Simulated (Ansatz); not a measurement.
Base system: SiC in the wurtzite structure (space group P6_3mc, No. 186; a = 3.092 Å, c = 5.074 Å).

Calculations: PBE in Ansatz (plane waves to 420 eV, PAW, no spin-orbit coupling).

```csv
level,band gap,lattice parameter a,lattice parameter c
PBE,2.31 eV,3.092 Å,5.074 Å
```

**Question.** From these computed values, estimate the measured ones, and say how each level misses.

**Answer.** Measured: band gap 3.33 eV (temperature not stated; as listed in Daiki Deguchi et al., Japanese Journal of Applied Physics (2016)); lattice parameter a 3.0763 Å (room temperature; as listed in Beate Paulus, Fa-Jian Shi, Hermann Stoll, Journal of Physics Condensed Matter (1997)); lattice parameter c 5.048 Å (room temperature; as listed in Beate Paulus, Fa-Jian Shi, Hermann Stoll, Journal of Physics Condensed Matter (1997)). Computed minus measured — band gap: PBE -1.02 eV; lattice parameter a: PBE +0.5 %; lattice parameter c: PBE +0.5 %. Measured values not marked as corrected hold thermal and zero-point effects that the static-lattice runs lack. A measured gap can be an optical one, lowered by exciton binding.

No phonon test of stability was made.

Ansatz is a program for electronic structure.
